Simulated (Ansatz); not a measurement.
Consider Ba$_{2}$TaBiO$_{6}$ (space group Fm-3m, No. 225; a = 8.6054 Å; a cell from a computed database, its experimental status unchecked).

Method: DFT with r2SCAN, PAW potentials and a 500 eV plane-wave cutoff in Ansatz (a first-principles code), scalar-relativistic without spin-orbit coupling.

Base values:

* **Volume per atom**: 15.93 Å³
* **Band gap**: 3.00 eV

Perturbation: Te takes the place of O on all its sites, then cell and atoms are relaxed.

Tabulated Pauling electronegativity and covalent radius: O 3.44, 0.66 Å; Te 2.10, 1.38 Å.

**Question.** What does the calculation give for the volume per atom after the change?

**Answer.** The volume per atom rises by 22.06 Å³, from 15.93 Å³ to 37.99 Å³.

**Question.** Estimate the effect on the band gap.

**Answer.** The band gap goes from 3.00 eV to zero.

With Bi, Ta and Te present, leaving out spin-orbit coupling can change the band edges. No phonon test of stability was made. As relaxed here, Ba2TaBiTe6 is a hypothetical phase, not in the database extracts checked. The final runs are not spin-polarised. Gaps under 0.05 eV, about the width of the smearing, are given as zero. A zero or small gap of Ba2TaBiTe6 can be the functional's error rather than a property of the material.
